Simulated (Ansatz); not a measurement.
Amorphous Si$_{30}$N$_{42}$Be$_{3}$, 75 atoms at 2.92 g/cm³, one PBE-relaxed geometry, zone centre. Methods: PBE, scalar-relativistic without spin-orbit coupling (Ansatz, a quantum-chemistry and plane-wave program); r2SCAN, scalar-relativistic without spin-orbit coupling (Ansatz); HSE06, scalar-relativistic without spin-orbit coupling (Ansatz). Plane waves to 420 eV (r2SCAN 500 eV); exact exchange is cut at the cell's faces. At PBE the levels at the filled edge of the gap are localised (band-tail or defect states), and the nearest spread-out levels lie 2.9 eV apart at the zone centre. The higher rungs were started with moments on some atoms, which died out.

A CHGNet melt-quench gave the starting glass, which DFT then relaxed. N atoms were pushed apart under 1.9 Å during the dynamics, to hinder bonds among them. The hot cell started wider than the set density and was brought back towards it in steps. It is the lowest in DFT energy of 2 quenches. It is a model cell: composition and starting density were chosen by hand, and all elements were melted together. No dispersion term was used. Its density started from a set value of 2.94 and ended at 2.92 g/cm³. The simulated quench (nominally 300 K/ps over its main leg) is rapid and tends to freeze in more defects than a deposited or slowly cooled glass has. Values belong to this one cell and scatter from quench to quench. Volume and shape were free in the relaxation.

The relaxation ran on the zone centre alone. At PBE the level gap is 2.50 eV on a 2×2×2 Γ-centred mesh, and the spacing at the zone centre alone 2.50 eV.

What zone-centre spacing does r2SCAN give, roughly?

2.95 eV (+0.45 eV against PBE).

What zone-centre spacing does HSE06 give, roughly?

3.85 eV (+1.35 eV against PBE).

The highest filled and the lowest empty state spread over these numbers of atoms (participation numbers): PBE: 3.7 and 38.5; r2SCAN: 3.5 and 39.8; HSE06: 3.6 and 38.9.
